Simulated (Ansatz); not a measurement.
BeS: energy against volume

BeS (zinc blende, F-43m, 14.156 Å³/atom and stress up to 0.01 GPa in the relaxed cell, cube axes along x, y and z) under hydrostatic pressure, with the cell free. PBEsol in Ansatz, a plane-wave DFT program (PAW, default set), 420 eV, 12×12×12 Γ-centred mesh, Fermi-Dirac smearing 0.05 eV; ions are relaxed, or left where forces stay under 0.02 eV/Å, within the symmetry of each cell.

Here V stands for volume and E for E less E0.

```csv
volume (Å³/atom),E less E0 (meV/atom),pressure (GPa)
14.4600,1.93,-1.99
14.3028,0.46,-0.99
14.1556,0.00,-0.01
14.0258,0.36,0.90
13.8628,1.89,2.11
13.5631,8.03,4.50
13.0708,?,?
```

Taking the third-order Birch-Murnaghan form, a cubic in V^(-2/3) for E over the 6 complete rows: With u = V^(-2/3) - 0.1717, the rows have u = -0.0032176, -0.0019854, -0.0008109, 0.0002418, 0.0015870, 0.0041304. Least squares gives E = 0.213 + 532.6·u + 330429·u² - 287517·u³. Residuals (row less fit): 0.000, 0.000, 0.001, -0.001, 0.001, 0.000; standard error 0.001 (degrees of freedom: 2). Its minimum lies at u = -0.0008051, so V0 = (0.1708949)^(-3/2) = 14.15. There d²E/du² = 662200 and d³E/du³ = -1725000, so B0 = (4/9) × 14.15^(-7/3) × 662200 × 0.160218 = 97.3 GPa (the last factor turns the table's units into GPa), and B0' = 4 + (2/3) × 0.1708949 × (-1725000)/662200 = 3.7. B0' rests on the cubic coefficient alone and has a standard error of 0.1 from these residuals.

Q: Predict the withheld E at V = 13.0708 from the fit, and compare with the calculation.

A: u = 0.0085182, so E = 0.213 + 532.6 × 0.0085182 + 330429 × 0.0085182² - 287517 × 0.0085182³ = 28.548 meV/atom. The calculation gives 28.56 meV/atom, 0.012 meV/atom above the prediction (0.0 % of the range of E in the table). The row lies outside the fitted rows, so this is an extrapolation. The scatter of the fitted rows lies at the last printed digit.

Other structures, which can take over under pressure, weren't tried. The same form fitted to the pressure column gives B0' = 3.8; series where the two differ by over 0.4 aren't shown. Rows are the converged runs of the series near zero and its far end, less any whose ions stayed unrelaxed beside relaxed ones; series whose fitted rows scatter by over a few per cent of the range, as at a crossing or softening among them, aren't shown in this form.
